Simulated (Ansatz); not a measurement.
Cost and result by functional for the adsorption energy of H2O on the 1x1 (100) surface of fcc Cu, one in a 2x2 cell, started at the site 'bridge Cu-Cu (span 2.6 Å)', in Ansatz (plane waves, PAW). Single points on the PBE structure, on one kind of machine; costs are rough ratios of the slab run's core time (references not counted) to the cheapest single point. r2SCAN's cost holds its higher cutoff (500 against 420 eV). Differences are taken against r2SCAN for comparison alone: no measured value is at hand, so the table doesn't rank accuracy.

Slab: 19 atoms, 5.3 Å thick at the start under the adsorbate (thin: gaps and levels are the slab's own); k 6x6x1, smearing 0.1 eV, dipole-corrected; 8 atoms held, the rest relaxed; start symmetry kept, larger cells not searched; no spin, no spin-orbit, no U, no dispersion correction. At the end no host atom lies within bonding distance. In PBE it is, or lies within 0.03 eV of, the lowest of the starts that converged. These notes are the PBE run's. Adsorption energies are against H2O(g). A negative adsorption energy means that the adsorbate is more stable on the surface than in its reference.

```csv
functional,relative cost,adsorption energy (eV),less r2SCAN (eV)
RPBE,1,0.01,0.18
r2SCAN,2,-0.17,0.00
PBE (the relaxed run's value),–,-0.10,0.08
```

The values span 0.18 eV, while the single points' costs differ by a factor of roughly 2. Differences are of unrounded values.

Ansatz is a quantum-chemistry and plane-wave program.
